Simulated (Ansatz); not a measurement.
Worked example: self-consistent single point of SbPb (Fm-3m, 2 atoms in the cell) in Ansatz (a quantum-chemistry and plane-wave program).

Method of the run: LDA (PW92), default PAW files made with PBE (plane waves; Ansatz).

```xyz
2
Lattice="0.0000 3.1518 3.1518 3.1518 0.0000 3.1518 3.1518 3.1518 0.0000" Properties=species:S:1:pos:R:3 pbc="T T T"
Sb     3.1518     3.1518     3.1518
Pb     0.0000     0.0000     0.0000
```

Reference input (self-consistent single point, DFT, LDA (PW92), plane waves, default PAW files made with PBE): basis.ecutwfc = 420 eV; kpoints.mp_grid.grid = 9 9 9; hamiltonian.xc = lda; hamiltonian.pseudopotentials = {kind: paw} (the program's default PAW files); scf.occupations.method = gaussian; scf.occupations.width = 0.1 eV. This run's input differs from it in these lines:

Ansatz 0.2 input:
```diff
@@ -11,3 +11,3 @@
 kpoints:
-  mp_grid: { grid: [9, 9, 9] }
+  mp_grid: { grid: [15, 15, 15] }
 hamiltonian:
@@ -16,3 +16,3 @@
 scf:
-  occupations: { method: gaussian, width: 0.1 }
+  occupations: { method: methfessel_paxton, width: 0.1 }
 output:
```

Log, with long lists cut:

```
SCF iter   1: F=—  HF=-17938.018325 eV  |F-HF|=—  |Δ(HF+E_count)|=         —  Δρ=5.57e-3  dr2=8.57e-3  ethr=1.77e-3  ⟨swp⟩=6.2  Hψ=11667  notcnv=0
all-band conjugate gradients solve this SCF's bands
preconditioner: auto → Kerker (q_TF=auto, 2.400 Å⁻¹)
SCF iter   2: F=—  HF=-17938.013699 eV  |F-HF|=—  |Δ(HF+E_count)|=   4.63e-3  S|Δr|=    0.00e0  Δρ=2.95e-3  dr2=2.46e-3  ethr=2.96e-5  ⟨swp⟩=2.6  Hψ=4134  notcnv=0
   [... lines left out ...]
SCF iter   5: F=—  HF=-17938.012913 eV  |F-HF|=—  |Δ(HF+E_count)|=   8.73e-6  S|Δr|=    0.00e0  Δρ=4.51e-5  dr2=9.28e-7  ethr=6.88e-8  ⟨swp⟩=2.0  Hψ=3834  notcnv=0
SCF iter   6: F=—  HF=-17938.012913 eV  |F-HF|=—  |Δ(HF+E_count)|=   2.23e-8  S|Δr|=    0.00e0  Δρ=1.53e-5  dr2=1.09e-7  ethr=3.45e-10  ⟨swp⟩=6.6  Hψ=10844  notcnv=0
SCF iter   7: F=-17938.012913 eV  HF=-17938.012913 eV  |F-HF|=3.38e-9  |Δ(HF+E_count)|=   2.91e-8  S|Δr|=    0.00e0  Δρ=3.22e-6  dr2=7.50e-9  ethr=3.45e-10  ⟨swp⟩=4.3  Hψ=7343  notcnv=0
SCF 1 converged in 7 iterations: F = -17938.012913 eV  dr2 = 7.50e-9
Stability not checked (fill_not_monotonic)
Free energy (F): -17938.012913 eV
Internal energy: -17938.013098 eV  (E = F + TS)
E sigma→0 (E₀):  -17938.012960 eV
Entropy (-TS):   0.000185 eV (0.092 meV/atom)
Fermi energy:    9.244101 eV
--- Forces (eV/Å), atoms counted from 1 ---
  atom   1  Sb     0.00000000    -0.00000000     0.00000000
  atom   2  Pb    -0.00000000     0.00000000    -0.00000000
--- Stress (GPa, compression-positive) ---
       -2.417712      -0.000000      -0.000000
        0.000000      -2.417712      -0.000000
       -0.000000       0.000000      -2.417712
  P = ⅓ Tr σ = -2.4177 GPa (-24.177 kbar)
  The stress holds the Pulay correction. Without it, at fixed plane waves, as pw.x and ABINIT print it: P = -2.4432 GPa
```

The run converged in 7 iterations. Against the reference run the free energy falls by 4.5 meV/atom and the pressure goes from -2.29 to -2.42 GPa.

The starting cell comes from a database of computed structures (which also holds hypothetical and non-ambient phases and stackings), without a prior relaxation at this level. Its lattice was rescaled by up to half a per cent. Ansatz's pressure includes its estimate of the finite-basis (Pulay) stress.
